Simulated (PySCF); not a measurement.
PySCF 2.14.0, HF/def2-svp: CN[Si@H](F)[SiH3], 13 atoms. The geometry is a generated start, not checked to be a minimum at this level.

| Quantity | Result |
|---|---|
| task | energy and gradient |
| basis | def2-svp |
| mol.max_memory | 7000 MB |
| mf.init_guess | minao (default) |
| mf.DIIS | CDIIS (default) |
| mf.diis_space | 8 (default) |
| mf.conv_tol | 1e-09 (default) |
| basis functions (reference run) | 118 |

```xyz
13

C      2.1029    -0.7599     0.5825
N      0.8312    -0.0517     0.6140
Si    -0.2756    -0.0459    -0.6923
F      0.3870     0.9232    -1.7849
Si    -2.4031     0.6914    -0.1246
H      2.6114    -0.6420     1.5450
H      1.9601    -1.8336     0.4183
H      2.7648    -0.3670    -0.1971
H      1.0193     0.9217     0.8464
H     -0.3156    -1.4250    -1.2364
H     -2.3504     2.0634     0.4570
H     -3.2991     0.7292    -1.3149
H     -3.0328    -0.2039     0.8870
```

The reference run uses exact four-centre integrals. Each setting ran once; only counts and results are compared.

Settings tried, all else as in the reference:
- density fitting
- density fitting, auxbasis = autoaux
- density fitting, auxbasis = def2-universal-jfit
- density fitting of J alone, exact K

Problem. Which settings reproduce the reference to 1.0 meV/atom in energy, 10 meV/Å in forces (largest component)?

Solution. Within it: density fitting; density fitting of J alone, exact K; density fitting, auxbasis = autoaux. Outside: density fitting, auxbasis = def2-universal-jfit.

```
setting                                          energy against the reference  difference in forces (largest component)
-----------------------------------------------  ----------------------------  ----------------------------------------
density fitting                                                +0.30 meV/atom                                 1.3 meV/Å
density fitting of J alone, exact K                            −0.35 meV/atom                                 2.1 meV/Å
density fitting, auxbasis = autoaux                            +0.43 meV/atom                                 3.8 meV/Å
density fitting, auxbasis = def2-universal-jfit                +7100 meV/atom                                3400 meV/Å
```

Total energies are compared; such shifts often cancel in part in energy differences. def2-universal-jfit is made for Coulomb alone and misses functions that exchange needs. Also tried and not ranked: density fitting, auxbasis = def2-universal-jkfit (same energy as a listed run); COSX exchange (sgx_fit, pjs) with fitted J, mf.with_df.grids_level_i = 1, mf.with_df.grids_level_f = 1 (gradient came out as NaN); COSX exchange (sgx_fit, pjs) with fitted J, mf.with_df.grids_level_i = 1, mf.with_df.grids_level_f = 2 (default) (gradient came out as NaN); COSX exchange (sgx_fit, pjs) with fitted J, mf.with_df.grids_level_i = 1, mf.with_df.grids_level_f = 3 (gradient came out as NaN); COSX exchange (sgx_fit, pjs) with fitted J, mf.with_df.grids_level_i = 1, mf.with_df.grids_level_f = 4 (gradient came out as NaN). The tolerance is a choice made for this comparison.
